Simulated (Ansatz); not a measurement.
A self-consistent single point of SrIn4Pd (Cmcm, 12 atoms in the cell) with Ansatz (an electronic-structure program).

Method: BLYP, default PAW files made with PBE (plane waves; Ansatz).

```xyz
12
Lattice="2.2977 -8.5954 0.0000 2.2977 8.5954 0.0000 0.0000 0.0000 7.5225" Properties=species:S:1:pos:R:3 pbc="T T T"
Sr     2.2977     6.4675     5.6419
Sr     2.2977    -6.4675     1.8806
In     2.2977     3.1748     7.1385
In     2.2977    -3.1748     0.3840
In     2.2977    -3.1748     3.3772
In     2.2977     3.1748     4.1453
In     2.2977     0.0000     0.0000
In     2.2977     0.0000     3.7612
In     2.2977     7.4020     1.8806
In     2.2977    -7.4020     5.6419
Pd     2.2977    -4.7258     5.6419
Pd     2.2977     4.7258     1.8806
```

Reference input (self-consistent single point, DFT, LDA (PW92), plane waves, default PAW files made with PBE): basis.ecutwfc = 420 eV; kpoints.mp_grid.grid = 6 6 4; hamiltonian.xc = lda; hamiltonian.pseudopotentials = {kind: paw} (the program's default PAW files); scf.occupations.method = cold; scf.occupations.width = 0.1 eV. This run's input differs from it in these lines:

Ansatz 0.2 input:
```diff
@@ -24,3 +24,3 @@
 hamiltonian:
-  xc: lda
+  xc: blyp
   pseudopotentials:
```

Output (repeated stretches shortened):

```
SCF iter   1: F=—  HF=-66003.646162 eV  |F-HF|=—  |Δ(HF+E_count)|=         —  Δρ=6.84e-3  dr2=1.71e-1  ethr=1.77e-3  ⟨swp⟩=9.1  Hψ=16774  notcnv=0  defer=46
all-band conjugate gradients solve this SCF's bands
preconditioner: auto → Kerker (q_TF=auto, 2.461 Å⁻¹)
SCF iter   2: F=—  HF=-66003.641413 eV  |F-HF|=—  |Δ(HF+E_count)|=   4.75e-3  S|Δr|=    0.00e0  Δρ=3.93e-3  dr2=6.95e-2  ethr=1.07e-4  ⟨swp⟩=1.5  Hψ=4408  notcnv=0  defer=60
   [... lines left out ...]
SCF iter   6: F=—  HF=-66003.635193 eV  |F-HF|=—  |Δ(HF+E_count)|=   5.51e-6  S|Δr|=    0.00e0  Δρ=3.67e-5  dr2=1.24e-5  ethr=6.86e-8  ⟨swp⟩=2.0  Hψ=4731  notcnv=0  defer=60
SCF iter   7: F=—  HF=-66003.635210 eV  |F-HF|=—  |Δ(HF+E_count)|=   1.75e-5  S|Δr|=    0.00e0  Δρ=1.18e-5  dr2=7.78e-7  ethr=7.77e-9  ⟨swp⟩=2.0  Hψ=6042  notcnv=0  defer=188
SCF iter   8: F=-66003.635210 eV  HF=-66003.635210 eV  |F-HF|=1.22e-8  |Δ(HF+E_count)|=   1.69e-9  S|Δr|=    0.00e0  Δρ=3.77e-6  dr2=6.14e-8  ethr=6.25e-11  ⟨swp⟩=10.4  Hψ=21274  notcnv=0
SCF 1 converged in 8 iterations: F = -66003.635210 eV  dr2 = 6.14e-8
Stability not checked (fill_not_monotonic)
Free energy (F): -66003.635210 eV
Internal energy: -66003.634405 eV  (E = F + TS)
E sigma→0 (E₀):  -66003.634942 eV
Entropy (-TS):   -0.000805 eV (-0.067 meV/atom)
Fermi energy:    11.685896 eV
--- Forces (eV/Å), atoms counted from 1 ---
  atom   1  Sr    -0.00000000     0.05912691     0.00000000
  atom   2  Sr     0.00000000    -0.05912691    -0.00000000
  atom   3  In    -0.00000000    -0.15567069     0.20704259
  atom   4  In    -0.00000000     0.15567069    -0.20704259
   [... lines left out ...]
  atom  12  Pd     0.00000000    -0.17420894    -0.00000000
--- Stress (GPa, compression-positive) ---
        5.545645      -0.000000      -0.000000
       -0.000000       5.659405      -0.000000
       -0.000000      -0.000000       5.715270
  P = ⅓ Tr σ = 5.6401 GPa (56.401 kbar)
  The stress holds the Pulay correction. Without it, at fixed plane waves, as pw.x and ABINIT print it: P = 5.6120 GPa
```

The run converged in 8 iterations. Against the reference run the pressure goes from -4.00 to 5.64 GPa and the largest force goes from 0.137 to 0.365 eV/Å.

The starting cell comes from a database of computed structures (which also holds hypothetical and non-ambient phases and stackings), without a prior relaxation at this level. Spin polarisation is off. With a pressure of about 6 GPa the cell is away from its equilibrium volume at this level. Ansatz's pressure includes its estimate of the finite-basis (Pulay) stress.

Cost on one core of a shared machine: roughly 70 s.
